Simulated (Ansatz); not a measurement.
Consider TiN in the rock salt structure (space group Fm-3m, No. 225; a = 4.248 Å; relaxed with 0.1 eV smearing).

The values are results of PBE (Ansatz, an electronic-structure program), no spin-orbit coupling, not measurements.

Base values:

| Quantity | Value |
|---|---|
| Pressure | 0.0 GPa |

The change: the cell is scaled by 1.0128 in all directions, atoms relaxed at fixed cell.

Question: What does the calculation give for the energy relative to the base and pressure after the change?

Answer: The energy increases by 12 meV/atom; the pressure goes from zero to -9.7 GPa.

The cells carry an imposed strain or load. Whether these cells are dynamically stable was not tested. The final runs are not spin-polarised. An odd electron count without spin: TiN.
